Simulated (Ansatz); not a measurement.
Consider MgS in the rock salt structure (space group Fm-3m, No. 225; a = 5.129 Å).

The values are results of LDA in Ansatz (plane waves to 420 eV, PAW, without spin-orbit coupling), not measurements.

Before the change:

```
Quantity                         Result
-----------------------------  --------
Pressure                       0.00 GPa
Width of the top valence band   2.54 eV
```

Modification: the cell is scaled by 1.0250 in all directions; the atoms relax in the strained cell.

Task: Predict the new pressure.

Result: The pressure goes from zero to -5.30 GPa.

Task: What happens to the width of the top valence band?

Result: The width of the top valence band decreases by 0.21 eV (2.54 eV → 2.33 eV).

Task: What happens to the energy relative to the base?

Result: The energy rises by 23 meV/atom.

The levels and masses belong to the bands next to the band gap. Stability against distortions was not tested.

Ansatz is an electronic-structure program.
